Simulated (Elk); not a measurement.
Elk run on YBRh3 (Pm-3m, 5 atoms in the cell): self-consistent single point.

Computed with LDA (PW92), all-electron FP-LAPW, Elk's shipped species files, APW+lo basis with extra local orbitals (Elk).

```yaml
crystal:
  lattice:
    - [4.17882, 0.00000, 0.00000]
    - [0.00000, 4.17882, 0.00000]
    - [0.00000, 0.00000, 4.17882]
  atoms:
    - { symbol: Y, position: [0.00000, 0.00000, 0.00000] }
    - { symbol: B, position: [0.50000, 0.50000, 0.50000] }
    - { symbol: Rh, position: [0.00000, 0.50000, 0.50000] }
    - { symbol: Rh, position: [0.50000, 0.00000, 0.50000] }
    - { symbol: Rh, position: [0.50000, 0.50000, 0.00000] }
```

Reference input (self-consistent single point, DFT, PBEsol, all-electron FP-LAPW, Elk's shipped species files, APW+lo basis with extra local orbitals): xctype = 22; rgkmax = 7.5; stype = 0; swidth = 0.00499791 Ha; ngridk = 7 7 7; gmaxvr = 14 1/bohr; nxlo = 2; lorbcnd = true; rmtscf = 0.84; lmaxi = 2; maxscl = 100. This run's input differs from it in these lines:

```diff
@@ -2,5 +2,2 @@
   0
-
-xctype
-  22
```

Output, abridged:

```
│ Self-consistent loop started │
│ Loop number : 1 │
 total energy                :     -17726.4238735
│ Loop number : 2 │
 total energy                :     -17728.0422170
RMS change in Kohn-Sham potential (target) :   0.2663755239     (  0.1000000000E-05)
Absolute change in total energy (target)   :    1.618343445     (  0.1000000000E-03)
│ Loop number : 3 │
 total energy                :     -17734.1452951
RMS change in Kohn-Sham potential (target) :   0.2133613638     (  0.1000000000E-05)
Absolute change in total energy (target)   :    6.507664053     (  0.1000000000E-03)
│ Loop number : 4 │
   [... lines left out ...]
Absolute change in total energy (target)   :   0.2639111612E-02 (  0.1000000000E-03)
│ Loop number : 15 │
 total energy                :     -17748.8134177
RMS change in Kohn-Sham potential (target) :   0.8174018221E-06 (  0.1000000000E-05)
Absolute change in total energy (target)   :   0.8518821523E-03 (  0.1000000000E-03)
│ Loop number : 16 │
 total energy                :     -17748.8132766
RMS change in Kohn-Sham potential (target) :   0.3360615610E-06 (  0.1000000000E-05)
Absolute change in total energy (target)   :   0.7183925845E-04 (  0.1000000000E-03)
Convergence targets achieved

│ Loop number : 17 │

Energies :
 Fermi                       :     0.415468211055
 total energy                :     -17748.8132554

Density of states at Fermi energy :    117.4553942
 (states/Hartree/unit cell)

Estimated indirect band gap :   0.5306730603E-03
 from k-point      6 to k-point      5
Estimated direct band gap   :   0.6266964416E-02
 at k-point     19

Charges :
 core                        :    114.0000000
 valence                     :    65.00000000
 interstitial                :    11.10323940
 muffin-tins (core leakage)
  species :    1 (Y)
   atom    1                 :    35.99641275     (  0.1412982125E-03)
  species :    2 (B)
   atom    1                 :    3.361899771     (  0.5408040188E-03)
  species :    3 (Rh)
   atom    1                 :    42.84614936     (  0.5642792011E-06)
   atom    2                 :    42.84614936     (  0.5642792011E-06)
   atom    3                 :    42.84614936     (  0.5642792011E-06)
 total in muffin-tins        :    167.8967606
 total calculated charge     :    179.0149852
 total charge                :    179.0000000
 error                       :   0.1498517632E-01

│ Self-consistent loop stopped │
```

The run converged in 17 iterations. The count includes the last loop, which Elk runs after its targets are met. 

The starting cell comes from a database of computed structures (which also holds hypothetical and non-ambient phases and stackings), without a prior relaxation at this level. Spin polarisation is off. Values depend on the basis (sphere radii, cutoffs, local orbitals), which need not be converged. The log's line on a gap gives a spacing of levels on this mesh, which the program prints for metals too.

Cost on one core of a shared machine: roughly 90 s.
